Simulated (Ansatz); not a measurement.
Consider the following.

```
ZnSe
1.0
    0.00000     2.75336     2.75336
    2.75336     0.00000     2.75336
    2.75336     2.75336     0.00000
Zn Se
1 1
Direct
  0.00000   0.00000   0.00000
  0.25000   0.25000   0.25000
```

No spin polarisation.

All numbers come from Kohn–Sham DFT with the PBE functional, run in Ansatz (a program for electronic structure) with PAW and 420 eV plane waves, no spin-orbit coupling. Settings: 10×10×10 k-points, 0.05 eV Fermi–Dirac smearing.

Q: Estimate the band gap.

A: 1.65 eV.

Q: Estimate the electron mass.

A: 0.11 mₑ (at Γ).

Q: What hole mass (degenerate bands, along [100]) does the calculation give?

A: 0.12, 0.53, 0.53 mₑ (at Γ).

Load acts through the strain it causes; cell and atoms are relaxed under it. Masses are band curvatures over ±0.01 Å⁻¹ around the edge. No phonon test of stability was made. Tetrahedral semiconductors of this kind turn to denser phases somewhere between about 1 and 50 GPa; those were not computed, so compressed cells here can lie past the real transition. The cell was made from ZnSe in the zinc blende structure (space group F-43m, No. 216) by this change: pressure 9 GPa.
